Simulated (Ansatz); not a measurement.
**Point defect N on the Ta site in metastable rock-salt TaN**

Level of theory: PBE, PAW (plane waves to 420 eV; Ansatz, an electronic-structure program). Cell and caveats: 64-site cell; 4×4×4 shifted k-points; start: the Ta site; no spin–orbit coupling; energies good to tenths of an eV; the relaxation kept the symmetry of the starting site.

Neighbours after relaxation, in Å: of the N atom: N 2.36, N 2.36, N 2.36, N 2.36, N 2.36, N 2.36.

```csv
charge,moment (μB),point group,largest move off a lattice site (Å)
0,not spin-polarised,Oh,0.15
```

Point groups are those of the whole cell at tolerances of 0.03 and 0.1 Å ("near" where only the looser one holds); none is given for unsettled states.

All states together cost very roughly 11 core-minutes.
